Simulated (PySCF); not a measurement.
PySCF 2.14.0, unrestricted B3LYP/def2-svp, df: Ni(Br)(SH)(NH3)2 ([NH3]->[Ni](<-[NH3])([SH])[Br]), charge 0, multiplicity 3, 12 atoms. The geometry is a generated start, not checked to be a minimum at this level.

| Property | Result |
|---|---|
| task | energy |
| method | b3lyp |
| basis | def2-svp |
| two-electron scheme | density fitting |
| mol.max_memory | 3000 MB |
| mf.max_cycle | 100 |
| mf.conv_tol | 1e-09 (default) |
| mf.grids.level | 3 (default) |
| basis functions | 144 |
| grid points | 156408 |

```xyz
12

Ni     0.2562     0.3064     0.1608
Br     2.4054     0.7669     0.3347
S     -1.2325     1.3410     1.3986
H     -1.0653     0.6242     2.5074
N      0.2084    -1.7997     0.8545
H     -0.2187    -2.4559     0.2081
H     -0.2566    -1.9006     1.7537
H      1.1846    -2.0669     0.9782
N     -0.2674     1.1608    -1.8207
H     -0.9850     1.8663    -1.6675
H     -0.5963     0.5264    -2.5408
H      0.5671     1.6311    -2.1669
```

Charge 0 and multiplicity 3 are set for this test and not shown to be the ground state.

With the defaults (mf.init_guess = minao, mf.DIIS = CDIIS, mf.diis_space = 8, mf.level_shift = 0, mf.damp = 0, mf.diis_start_cycle = 1, mf.diis = true) it converges in 43 Fock builds. One run each on 2 threads, 1 BLAS thread, with these changes:
- mf.diis_space = 3
- mf.damp = 0.7, mf.diis_start_cycle = 8
- mf.init_guess = atom
- mf.level_shift = 1 Hartree
- mf.init_guess = 1e
- mf.diis = false
- mf.level_shift = 0.1 Hartree
- mf.damp = 0.3, mf.diis_start_cycle = 4
- mf.init_guess = sap
- mf.DIIS = EDIIS
- mf.damp = 0.7, mf.diis_start_cycle = 999, mf.diis = false

### Question
Which of these changes keep the SCF from converging, or lead it to another solution?

### Answer
No convergence: mf.init_guess = 1e; mf.DIIS = EDIIS; mf.diis_space = 3; mf.level_shift = 1 Hartree; mf.damp = 0.7, mf.diis_start_cycle = 8; mf.diis = false; mf.damp = 0.7, mf.diis_start_cycle = 999, mf.diis = false (the run ends without SCF convergence in 100 cycles). The rest reach the solution of the defaults.

```
setting                                                    Fock builds             end
---------------------------------------------------------  -----------  --------------
the defaults                                                        43   same solution
mf.level_shift = 0.1 Hartree                                        47   same solution
mf.init_guess = atom                                                51   same solution
mf.init_guess = sap                                                 53   same solution
mf.damp = 0.3, mf.diis_start_cycle = 4                              67   same solution
mf.init_guess = 1e                                                 101  no convergence
mf.DIIS = EDIIS                                                    101  no convergence
mf.diis_space = 3                                                  101  no convergence
mf.level_shift = 1 Hartree                                         101  no convergence
mf.damp = 0.7, mf.diis_start_cycle = 8                             101  no convergence
mf.diis = false                                                    101  no convergence
mf.damp = 0.7, mf.diis_start_cycle = 999, mf.diis = false          101  no convergence
```
